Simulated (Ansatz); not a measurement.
The parent structure is Ir in the fcc (Cu type) structure (space group Fm-3m, No. 225; a = 3.8450 Å; relaxed with 0.1 eV smearing). Axes: x, y, z lie along the cube axes.

Structures relaxed with plane-wave PAW DFT at the r2SCAN level (Ansatz, a first-principles code, 500 eV), no spin-orbit coupling.

Base:

Simulated powder pattern, Cu Kα, λ = 1.54184 Å (kinematic, ideal powder, no thermal factors, no anomalous dispersion; the 14 strongest lines at most, above 2 %, up to 2θ = 90°):

```csv
2θ (°),I/Imax (%),hkl
40.64,100,(111)
47.28,49,(200)
69.10,33,(220)
83.36,40,(311)
87.98,12,(222)
```

Now apply this change: uniaxial strain ε_zz = −0.50 %, all other strain components held at zero, atoms relaxed at fixed cell.

After the change:

Simulated powder pattern, Cu Kα, λ = 1.54184 Å (kinematic, ideal powder, no thermal factors, no anomalous dispersion; the 14 strongest lines at most, above 2 %, up to 2θ = 90°):

```
2θ (°)  d (Å)  I/Imax (%)    hkl
------  -----  ----------  -----
40.71   2.216         100  (111)
47.28   1.923          33  (200)
47.53   1.913          16  (002)
69.10   1.359          11  (220)
69.29   1.356          22  (202)
83.41   1.159          27  (311)
83.78   1.155          13  (113)
88.17   1.108          12  (222)
```

The indices refer to the base's conventional cell; one index is shown for lines that coincide. The space group is now I4/mmm (No. 139).

Stability against distortions was not tested. All final runs are without spin polarisation.
